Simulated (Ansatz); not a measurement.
Functionals compared on Cl on the 1x1 (100) surface of monoclinic HfO2 (cut with top plane 2 O), one in a 1x1 cell, started at the site 'hollow O-O-O', in Ansatz (plane waves, PAW). The structure was relaxed with PBE; the other rows are single points on it, each with its references at the same level. Cutoff 420 eV (500 eV for r2SCAN). The points keep PBE's geometry, so the relaxation of a polaron and the settling of charge on one site are left out.

Host crystal: monoclinic HfO2, with a band gap (PBE, scalar-relativistic without spin-orbit coupling).

Set-up: 25 atoms, 9.3 Å thick at the start under the adsorbate (thin: gaps and levels are the slab's own); mesh 4x4x1; 0.01 eV smearing; dipole correction on; 12 atoms held, the rest relaxed; no symmetry held; spin-polarised, ending with about 1.0 μB a cell; orders that need a larger cell were not tried, no spin-orbit, no U, no dispersion correction. At the end it is bonded to Hf. In PBE it is, or lies within 0.03 eV of, the lowest of the starts that converged. These notes are the PBE run's. RPBE: The program's check for a lower electronic state was not made. r2SCAN: The program's check for a lower electronic state was not made. Adsorption energies are against ½ Cl2(g). A negative adsorption energy means that the adsorbate is more stable on the surface than in its reference.

```
functional  adsorption energy (eV)  gap of the slab on its k-mesh (eV)  highest filled level below the top vacuum level (eV)  magnetic moment of the cell (μB)  rough cost of the single point
----------  ----------------------  ----------------------------------  ----------------------------------------------------  --------------------------------  ------------------------------
PBE                          -0.01                                0.46                                                  7.59                              1.00                               –
RPBE                          0.15                                0.49                                                  7.50                              1.00   around 5 core-minutes (rough)
r2SCAN                       -0.22                                0.86                                                  7.96                              1.00         roughly 10 core-minutes
```

Ansatz is a program for electronic structure.
